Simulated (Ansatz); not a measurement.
The starting structures come from a database of crystals and need not be the phases stable at ambient conditions.

By PBEsol, the system below comes out a metal.

The ballistic (Sharvin) conductance counts the channels at the Fermi level: G/A = (e²/h) × channels of both spins per area.

```
CELL_PARAMETERS angstrom
      2.42469     0.00000     0.00000
      0.00000     2.43854     0.00000
      0.02032     0.00000     4.99801
ATOMIC_POSITIONS crystal
  P  0.00000 0.00000 0.25057
  P  0.00000 0.00000 0.74943
```

Space group of this cell: P2/m. The cell is strained (lengths along the current scaled by 1.03, ions clamped); by PBEsol its mean pressure is -4.3 GPa.

The current flows along the normal of the first two printed cell vectors. No spin-orbit coupling; the value is a mean over 0.1 eV about the Fermi level.

**Question.** Compute, with PBEsol in Ansatz (an electronic-structure program), the ballistic conductance per area.

**Answer.** 1.2 × 10¹⁵ S/m² for both spins.
